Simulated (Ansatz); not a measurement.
The parent structure is CuI in the zinc blende structure (space group F-43m, No. 216).

```cif
data_Cu4I4
_chemical_formula_sum 'Cu4 I4'
_space_group_name_H-M_alt 'F-43m'
_space_group_IT_number 216
_space_group_name_Hall 'F -4 2 3'
_cell_length_a 6.07935
_cell_length_b 6.07935
_cell_length_c 6.07935
_cell_angle_alpha 90.000
_cell_angle_beta 90.000
_cell_angle_gamma 90.000
loop_
_atom_site_label
_atom_site_type_symbol
_atom_site_symmetry_multiplicity
_atom_site_Wyckoff_symbol
_atom_site_fract_x
_atom_site_fract_y
_atom_site_fract_z
_atom_site_occupancy
Cu1 Cu 4 a 0.00000 0.00000 0.00000 1
I1 I 4 d 0.75000 0.75000 0.75000 1
```
(The calculation used a cell of 2 atoms; values per cell refer to that cell.)

Method: PBE (Ansatz, a first-principles code, PAW, without spin-orbit coupling).

For the base:

The pressure is -0.01 GPa and the valley order comes out as Γ 1.10 eV; L along ⟨111⟩ 2.13 eV; X along ⟨100⟩ 2.73 eV.

It is then changed as follows: every lattice vector is shortened by 3.00 %, atoms relaxed at fixed cell.

### Question
How does this affect the pressure?

### Answer
The pressure goes up by 4.52 GPa (-0.01 GPa → 4.51 GPa).

### Question
What happens to the mean gap deformation potential ΔEg/Δln V?

### Answer
The mean gap deformation potential ΔEg/Δln V comes out as -2.8 eV.

### Question
Estimate the effect on the valley order.

### Answer
The valley order (the lowest conduction-band minima on the path, energy above the VBM, named in the base's zone) goes from Γ 1.10 eV; L along ⟨111⟩ 2.13 eV; X along ⟨100⟩ 2.73 eV to Γ 1.36 eV; L along ⟨111⟩ 2.21 eV; X along ⟨100⟩ 2.53 eV.

Spin-orbit coupling, missing from the scalar runs, can matter with I. The cells carry an imposed strain or load. No phonon test of stability was made. All final runs are without spin polarisation.
